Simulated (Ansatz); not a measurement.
Base system: MoTe$_{2}$ (space group P6_3/mmc, No. 194; a = 3.434 Å, c = 13.329 Å; layered, stacked along the Cartesian z axis). Axes: x lies along a and z along c of the hexagonal cell.

The values are results of PBEsol-D3(BJ)/PAW in Ansatz (a program for electronic structure), no spin-orbit coupling, not measurements.

Base values:

The pressure is 0.00 GPa.

Now apply this change: tensile biaxial strain of 3.00 % in the plane normal to [001], as in epitaxy on a mismatched substrate; the out-of-plane cell vector and the atoms relax.

**Question.** What happens to the ratio −ε⊥/ε∥ and pressure?

**Answer.** The ratio −ε⊥/ε∥ is 0.49; the pressure (mean of the normal stresses, compression positive) goes from zero to -3.15 GPa.

Stability against distortions was not tested.
